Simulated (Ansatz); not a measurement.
A 32-atom cell of Pb(Se,Te) started in the rock salt structure, site fractions Se 0.500, Te 0.500, short-range order 0.00 in the first shell of the mixed sites (0 is random, a negative value favours unlike neighbours), space group I4_1/a at the end, an ordered arrangement that its symmetry holds. The mixed sublattice has 16 sites.

The mixing enthalpy is taken against the end members in the rock salt type, relaxed in the same cell and mesh.

All values below come from PBE (plane waves to 420 eV, PAW; Ansatz, a quantum-chemistry and plane-wave program). Scalar-relativistic, without spin–orbit coupling; with elements this heavy it can move edges by tenths of an eV. Its k-point mesh 3×3×3, Fermi–Dirac width 0.01 eV.

| cell | energy at zero smearing (eV) |
|---|---|
| PbSe | -278025.954 |
| PbTe | -302194.979 |
| Pb2SeTe | -290110.034 |

Task: Work out the mixing enthalpy per mixed site and the interaction parameter Ω of a regular solution.

Result: With x = 8/16 of the second end member, ΔH = [-290110.034 − 8/16 × (-278025.954) − 8/16 × (-302194.979)] / 16 = 27 meV against the separate end members. Ω = ΔH / x(1 − x) = 108 meV.
